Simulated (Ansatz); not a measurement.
```
CELL_PARAMETERS angstrom
      0.00000     1.78169     1.80504
      1.78169     0.00000     1.80504
      1.78169     1.78169     0.00000
ATOMIC_POSITIONS crystal
  Cu 0.00000 0.00000 0.00000
```

No spin polarisation.

Method: Kohn–Sham DFT with the PBEsol functional, run in Ansatz (an electronic-structure program) with PAW and 420 eV plane waves, scalar-relativistic without spin-orbit coupling, earlier PAW set. Settings: 32×32×32 k-points, 0.1 eV Fermi–Dirac smearing.

### Question
Predict the stress (xx, yy, zz, yz, xz, xy; compression positive).

### Answer
(-1.8, -1.8, -2.7, 0.0, 0.0, 0.0) GPa.

### Question
Predict the band gap.

### Answer
Zero.

The cells carry an imposed strain or load. No phonon test of stability was made. The final runs are not spin-polarised. The cell was made from Cu in the fcc (Cu type) structure (space group Fm-3m, No. 225) by this change: uniaxial strain ε_zz = +1.31 %.
